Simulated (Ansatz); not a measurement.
The starting structures come from a database of crystals and need not be the phases stable at ambient conditions.

 Where the default PAW files enter, the runs use the earlier of Ansatz's two default sets.

Here is the system:

```xyz
4
Lattice="3.9966 0.0000 0.0000 0.0000 6.5868 0.0000 1.9983 0.0000 3.4612" Properties=species:S:1:pos:R:3 pbc="T T T"
Be     3.9966     3.2906     2.3075
Be     1.9983     6.5839     1.1537
Te     3.9966     0.8262     2.3075
Te     1.9983     4.1196     1.1537
```

Space group of this cell: P6_3mc, wurtzite. The cell is taken as given.

Method: r2SCAN (plane waves, PAW; Ansatz, a first-principles code).

The current runs along the normal of the first two printed vectors; no spin-orbit coupling. Scaled by the factor s: both lengths across the current (ions clamped). Meshes 10×6×10 and 8×6 across the current in all rows.

| s | mean pressure (GPa) | band gap (eV) |
|---|---|---|
| 0.98 | 2.2 | 2.36 |
| 1.00 | -0.4 | 2.59 |
| 1.02 | -2.5 | ? |

**Question.** Take the slope of the band gap against ln s from the two given rows, extrapolate to s = 1.02, and say what the run there gives.

**Answer.** Slope = (2.36 − 2.59) / ln 0.98 = 11.4 eV. The line gives 2.59 + (11.4) × ln 1.02 = 2.82 eV. The run gives 2.51 eV, 0.31 eV under the line, 135 % of the predicted step.
